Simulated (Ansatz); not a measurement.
Base system: Ba in the bcc (W type) structure (space group Im-3m, No. 229; a = 4.8805 Å).

Level of theory: DFT with PBEsol, PAW potentials and a 420 eV plane-wave cutoff in Ansatz (an electronic-structure program), no spin-orbit coupling.

For the base:

Volume per atom: 58.13 Å³

The change: cell and atoms relaxed at a pressure of 0.3 GPa.

**Question.** How does this affect the volume per atom?

**Answer.** The volume per atom drops by 1.82 Å³ to 56.31 Å³.

Load acts through the strain it causes; cell and atoms are relaxed under it. Stability against distortions was not tested. The base started in Cmcm and relaxed to Im-3m at this level.
